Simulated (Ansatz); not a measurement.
Take Ti3Al (space group P6_3/mmc, No. 194) as the base.

```yaml
crystal:
  lattice:
    - [5.68760, 0.00000, 0.00000]
    - [-2.84380, 4.92561, 0.00000]
    - [0.00000, 0.00000, 4.60837]
  atoms:
    - { symbol: Ti, position: [0.83032, 0.66064, 0.25000] }
    - { symbol: Ti, position: [0.16968, 0.83032, 0.75000] }
    - { symbol: Ti, position: [0.33936, 0.16968, 0.25000] }
    - { symbol: Ti, position: [0.16968, 0.33936, 0.75000] }
    - { symbol: Ti, position: [0.83032, 0.16968, 0.25000] }
    - { symbol: Ti, position: [0.66064, 0.83032, 0.75000] }
    - { symbol: Al, position: [0.33333, 0.66667, 0.25000] }
    - { symbol: Al, position: [0.66667, 0.33333, 0.75000] }
```

Calculations: PBEsol (Ansatz, a program for electronic structure; PAW; 420 eV plane waves; no SOC).

For the base:

| Property | Result |
|---|---|
| Pressure | 0.0 GPa |
| Band gap | zero |

It is then changed as follows: the cell is scaled by 1.0576 in all directions, atoms relaxed at fixed cell.

Q: Estimate the effect on the pressure, energy relative to the base and band gap.

A: The pressure (mean of the normal stresses, compression positive) goes from zero to -14.9 GPa; the energy goes up by 157 meV/atom; the band gap stays zero.

The cells carry an imposed strain or load. No phonon test of stability was made. The final runs are not spin-polarised.
